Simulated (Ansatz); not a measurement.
MgO, response to strain

Start from MgO in the rock salt structure (space group Fm-3m, No. 225).

```xyz
2
Lattice="0.0000 2.0796 2.0796 2.0796 0.0000 2.0796 2.0796 2.0796 0.0000" Properties=species:S:1:pos:R:3 pbc="T T T"
Mg     0.0000     0.0000     0.0000
O      2.0796     2.0796     2.0796
```

Cartesian axes are those of the cell as printed.

Strains are applied to the cell and any free atomic positions relax; under biaxial strain the out-of-plane vector relaxes too.

Level of theory: LDA (Ansatz, a program for electronic structure; PAW; 420 eV plane waves; scalar-relativistic without spin-orbit coupling).

| case | out-of-plane strain | band gap |
|---|---|---|
| base | – | 5.03 eV |
| biaxial strain −3.00 %, plane normal [001], relaxed out of plane | +1.90 % | 5.40 eV |
| biaxial strain −2.50 %, plane normal [001], relaxed out of plane | +1.56 % | 5.34 eV |
| biaxial strain −2.00 %, plane normal [001], relaxed out of plane | +1.23 % | 5.28 eV |
| biaxial strain −1.50 %, plane normal [001], relaxed out of plane | +0.91 % | 5.22 eV |
| biaxial strain −1.00 %, plane normal [001], relaxed out of plane | +0.60 % | 5.16 eV |
| biaxial strain +0.50 %, plane normal [001], relaxed out of plane | -0.29 % | 4.96 eV |
| biaxial strain +1.50 %, plane normal [001], relaxed out of plane | -0.85 % | 4.80 eV |
| biaxial strain +2.00 %, plane normal [001], relaxed out of plane | -1.12 % | 4.72 eV |
| biaxial strain +2.50 %, plane normal [001], relaxed out of plane | (withheld) | (withheld) |

Complete the table.


- biaxial strain +2.50 %, plane normal [001], relaxed out of plane, out-of-plane strain: -1.38 %
- biaxial strain +2.50 %, plane normal [001], relaxed out of plane, band gap: 4.64 eV

Stability against distortions was not tested.
